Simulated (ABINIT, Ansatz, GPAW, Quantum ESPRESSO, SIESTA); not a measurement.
MgSiH₂O₄ (Pm, 8 atoms in the cell) computed with different codes at matched settings

Self-consistent single point.

```xyz
8
Lattice="4.3350 0.0000 0.0000 0.0000 2.8596 0.0000 -0.2799 0.0000 4.7930" Properties=species:S:1:pos:R:3 pbc="T T T"
Mg     2.0360     1.4298     2.2785
Si     0.0036     0.0000     0.0118
H      4.0973     0.0000     2.4775
H      1.7454     1.4298     4.6562
O      0.8833     0.0000     1.4815
O      0.8349     1.4298     4.1192
O      3.2949     0.0000     3.1569
O      3.3164     1.4298     0.5101
```

Shared settings, as Ansatz (a program for electronic structure) writes them: kpoints.mp_grid.grid = 4 6 4; scf.occupations.method = fixed. Potentials and cutoffs stand in the table.

```
code                                                                                                                                      model  pressure (GPa)  largest force (eV/Å)  gap on the mesh (eV)       cutoff
----------------  -----------------------------------------------------------------------------------------------------------------------------  --------------  --------------------  --------------------  -----------
GPAW                                                                                      PBEsol, GPAW PAW datasets PBEsol (made by gpaw-setup)               –                 0.230                 4.715       900 eV
Quantum ESPRESSO                                                                            PBEsol, SSSP 1.1.2 precision (PBE) pseudopotentials           -4.70                 0.243                 4.695        75 Ry
ABINIT                                                           PBEsol, norm-conserving pseudopotentials (PseudoDojo nc-sr-04 PBEsol standard)           -5.71                 0.188                 4.721        84 Ry
Ansatz                                                                                                          PBEsol, PAW files made with PBE           -5.44                 0.244                 4.703      default
SIESTA            GGA PBEsol, numerical atomic orbitals DZP, PseudoDojo PBEsol standard norm-conserving potentials (rewritten from UPF to PSML)           -3.35                 0.473                 4.621  grid 400 Ry
```

Size of the force on each atom (eV/Å): Sizes of forces hide their directions.

| code | Mg1 | Si2 | H3 | H4 | O5 | O6 | O7 | O8 |
|---|---|---|---|---|---|---|---|---|
| GPAW | 0.035 | 0.084 | 0.148 | 0.057 | 0.086 | 0.097 | 0.230 | 0.065 |
| Quantum ESPRESSO | 0.036 | 0.045 | 0.123 | 0.040 | 0.082 | 0.127 | 0.243 | 0.054 |
| ABINIT | 0.028 | 0.046 | 0.034 | 0.047 | 0.139 | 0.131 | 0.188 | 0.121 |
| Ansatz | 0.037 | 0.051 | 0.094 | 0.008 | 0.134 | 0.128 | 0.244 | 0.102 |
| SIESTA | 0.028 | 0.203 | 0.440 | 0.310 | 0.184 | 0.306 | 0.473 | 0.220 |

A dash marks a value that a program does not give, or that is left out as unsure.

Gaps are read on the mesh.

The spread over the programs that give each value: pressure within 2.36 GPa; largest force within 0.285 eV/Å; gap on the mesh within 0.100 eV.

SIESTA uses small atom-centred bases, whose incompleteness enters pressures, forces and empty levels differently from a plane-wave cutoff. Ansatz's pressure is given at a fixed set of plane waves, as the other plane-wave codes print theirs; with its correction for the finite basis it is -4.87 GPa (the shift of 0.57 GPa shows how far the cutoff is from converged). The pressure of GPAW is left out: its cutoff lies under the one at which its stress was checked. In the pressure, SIESTA (by 2.09) lies more than 1 GPa from the median of the plane-wave programs. In the force vectors, GPAW (by 0.153), ABINIT (by 0.111) and SIESTA (by 0.333) lie more than 0.08 eV/Å from the median of the plane-wave programs.

The starting cell comes from a database of computed structures (which also holds hypothetical and non-ambient phases and stackings), without a prior relaxation at this level.

Left out of this page: CP2K (unsound by tests on forces, stress, charge or solver warnings).

Keys are those of Ansatz 0.2.
